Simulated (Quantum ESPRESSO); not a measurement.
# Habitual settings against a tight run: LuPt3 (Pm-3m, 4 atoms in the cell)

Self-consistent single point.

```
LuPt3
1.0
    3.96932     0.00000     0.00000
    0.00000     3.96932     0.00000
    0.00000     0.00000     3.96932
Lu Pt
1 3
Direct
  0.00000   0.00000   0.00000
  0.00000   0.50000   0.50000
  0.50000   0.00000   0.50000
  0.50000   0.50000   0.00000
```

Method: PBEsol, PSlibrary ultrasoft (PBE) pseudopotentials (plane waves; Quantum ESPRESSO).

Base settings: ecutwfc = 50 Ry; ecutrho = 500 Ry; occupations = smearing; smearing = cold; degauss = 0.019992 Ry; input_dft = pbesol; potentials = {Lu: Lu.pbe-spdn-rrkjus_psl.1.0.0.UPF, Pt: Pt.pbe-n-rrkjus_psl.1.0.0.UPF}; K_POINTS = automatic 11 11 11 0 0 0; conv_thr = 1e-10 Ry; mixing_beta = 0.7.

Tight run (finer mesh or higher cutoff; not a proven limit): ecutwfc: 50 Ry → 70 Ry; ecutrho: 500 Ry → 700 Ry; conv_thr: 1e-10 Ry → 7.3e-11 Ry; K_POINTS: automatic 11 11 11 0 0 0 → automatic 15 15 15 0 0 0. It gave Fermi level (on the code's own zero) 17.49 eV; pressure 7.66 GPa.

Quick runs, as changes from the base:
- A: the base itself
- B: ecutwfc: 50 Ry → 25 Ry; ecutrho: 500 Ry → 250 Ry; input_dft: pbesol → default; pseudopotentials: {Lu: Lu.pbe-spdn-rrkjus_psl.1.0.0.UPF, Pt: Pt.pbe-n-rrkjus_psl.1.0.0.UPF} → {Lu: Lu.pz-spdn-rrkjus_psl.1.0.0.UPF, Pt: Pt.pz-n-rrkjus_psl.1.0.0.UPF}; K_POINTS: automatic 11 11 11 0 0 0 → automatic 8 8 8 1 1 1 [LDA (PZ)]
- C: conv_thr: 1e-10 Ry → 7.3e-06 Ry; K_POINTS: automatic 11 11 11 0 0 0 → automatic 4 4 4 0 0 0
- D: ecutwfc: 50 Ry → 30 Ry; ecutrho: 500 Ry → 300 Ry; smearing: cold → fd; degauss: 0.019992 Ry → 0.036749 Ry; K_POINTS: automatic 11 11 11 0 0 0 → automatic 1 1 1 0 0 0
- E: ecutwfc: 50 Ry → 35 Ry; ecutrho: 500 Ry → 350 Ry; K_POINTS: automatic 11 11 11 0 0 0 → automatic 8 8 8 0 0 0
- F: ecutwfc: 50 Ry → 30 Ry; ecutrho: 500 Ry → 300 Ry; smearing: cold → fd; K_POINTS: automatic 11 11 11 0 0 0 → automatic 6 6 6 0 0 0

Energies are extrapolated to zero smearing width, which holds to low order in the width alone (under cold and Methfessel-Paxton smearing the free energy itself is taken).

Dashes: energy of B, another energy zero; time of B, C, D, under 30 s; pressure of C, not trusted under this conv_thr with d or f elements.

† marks runs with another functional, U, potentials or spin treatment: their distance from the tight run is not a convergence error alone.

The count of work is k-points × plane waves × bands × iterations; it is no time. Core times come from one kind of shared machine and are given to one figure; runs under 30 s give none.

The starting cell comes from a database of computed structures (which also holds hypothetical and non-ambient phases and stackings), without a prior relaxation at this level. Its lattice was rescaled by a random factor within 2.5 % of one. Spin polarisation is off. In the base run, with a pressure of about 7 GPa the cell is away from its equilibrium volume at this level.

| run | energy less tight (meV/atom) | pressure less tight (GPa) | count of work / tight | core time / tight (rough) |
|---|---|---|---|---|
| A | 6.4 | -0.17 | 0.28 | 0.4 |
| B† | – | -12.88 | 0.063 | – |
| C | 11.1 | – | 0.031 | – |
| D | 2261.5 | 33.61 | 0.0031 | – |
| E | 24.3 | -0.92 | 0.11 | 0.2 |
| F | 57.8 | -2.57 | 0.051 | 0.1 |

Among the runs at the tight run's level, the energy misses run from 6.4 to 2261.5 meV/atom.
